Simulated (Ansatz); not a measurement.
Quick settings and what they miss: Mg₅Sc (P-62m, 6 atoms in the cell)

Self-consistent single point.

```
CELL_PARAMETERS angstrom
      5.46779     0.00000     0.00000
     -2.73390     4.73525     0.00000
      0.00000     0.00000     5.01042
ATOMIC_POSITIONS crystal
  Mg 0.00000 0.65754 0.00000
  Mg 0.65754 0.00000 0.00000
  Mg 0.34246 0.34246 0.00000
  Mg 0.33333 0.66667 0.50000
  Mg 0.66667 0.33333 0.50000
  Sc 0.00000 0.00000 0.50000
```

Computed with PBEsol, harder PAW files (source: ansatz) made with PBE (plane waves; Ansatz, a program for electronic structure).

Base settings: basis.ecutwfc = 620 eV; kpoints.mp_grid.grid = 5 5 5; hamiltonian.xc = pbesol; hamiltonian.pseudopotentials = {kind: paw, source: ansatz}; scf.occupations.method = cold; scf.occupations.width = 0.1 eV.

Tight run (finer mesh or higher cutoff; not a proven limit): basis.ecutwfc: 620 eV → 870 eV; kpoints.mp_grid.grid: 5 5 5 → 7 7 7; scf.convergence.dr2_threshold: default (1e-07 eV) → 1e-09 eV. It gave Fermi level (on the code's own zero) 6.80 eV; pressure 2.08 GPa; largest force (vector length) 0.027 eV/Å.

Quick runs, as changes from the base:
- A: the base itself
- B: kpoints.mp_grid.grid: 5 5 5 → 4 4 4; scf.occupations.method: cold → gaussian; scf.occupations.width: 0.1 eV → 0.2 eV
- C: basis.ecutwfc: 620 eV → 495 eV; kpoints.mp_grid.grid: 5 5 5 → 2 2 2; hamiltonian.xc: pbesol → lda; scf.convergence.dr2_threshold: default (1e-07 eV) → 0.001 eV [LDA (PW92)]
- D: basis.ecutwfc: 620 eV → 310 eV; kpoints.mp_grid.grid: 5 5 5 → 4 4 4
- E: basis.ecutwfc: 620 eV → 310 eV; kpoints.mp_grid.grid: 5 5 5 → 2 2 2; scf.occupations.method: cold → gaussian; scf.occupations.width: 0.1 eV → 0.136 eV
- F: basis.ecutwfc: 620 eV → 370 eV; kpoints.mp_grid.grid: 5 5 5 → 1 1 1

Energies are extrapolated to zero smearing width, which holds to low order in the width alone.

Dashes: energy of C, another energy zero.

† marks runs with another functional, U, potentials or spin treatment: their distance from the tight run is not a convergence error alone.

The count of work is k-points × plane waves × bands × iterations; it is no time. 

Pressures in the table are Ansatz's without its Pulay estimate, at a fixed set of plane waves; the tight run's value above holds the estimate.

The starting cell comes from a database of computed structures (which also holds hypothetical and non-ambient phases and stackings), without a prior relaxation at this level. Its lattice was rescaled by a random factor within 2.5 % of one.

```csv
run,energy less tight (meV/atom),pressure less tight (GPa),largest miss in a force vector (eV/Å),count of work / tight
A,1.5,-0.01,0.016,0.25
B,-9.1,-0.05,0.004,0.20
C†,–,-3.40,0.031,0.030
D,3776.8,-158.50,0.139,0.071
E,3805.6,-154.94,0.105,0.024
F,1745.0,-36.17,0.950,0.012
```

Among the runs at the tight run's level, the energy misses run from 1.5 to 3805.6 meV/atom.

Keys are those of Ansatz 0.2.
